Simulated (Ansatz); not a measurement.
Consider CaO in the rock salt structure (space group Fm-3m, No. 225; a = 4.767 Å).

Structures relaxed with plane-wave PAW DFT at the PBEsol level (Ansatz, an electronic-structure program, 420 eV), without spin-orbit coupling.

Base:

Simulated powder pattern, Cu Kα1, λ = 1.54056 Å (kinematic, ideal powder, no thermal factors, no anomalous dispersion; the 8 strongest lines at most, above 2 %, up to 2θ = 90°):

```
2θ (°)  I/Imax (%)    hkl
------  ----------  -----
32.50           38  (111)
37.71          100  (200)
54.39           58  (220)
64.81           16  (311)
68.08           17  (222)
80.53          7.6  (400)
89.55          7.0  (331)
```

Now apply this change: every lattice vector is stretched by 1.00 %, atoms relaxed at fixed cell.

Question: How do the reflections move or split?

Answer: 
Simulated powder pattern, Cu Kα1, λ = 1.54056 Å (kinematic, ideal powder, no thermal factors, no anomalous dispersion; the 8 strongest lines at most, above 2 %, up to 2θ = 90°):

| 2θ (°) | I/Imax (%) | hkl |
|---|---|---|
| 32.17 | 38 | (111) |
| 37.32 | 100 | (200) |
| 53.81 | 59 | (220) |
| 64.09 | 16 | (311) |
| 67.31 | 18 | (222) |
| 79.57 | 7.7 | (400) |
| 88.43 | 6.9 | (331) |

The indices refer to the base's conventional cell; one index is shown for lines that coincide.

The cells carry an imposed strain or load. Stability against distortions was not tested.
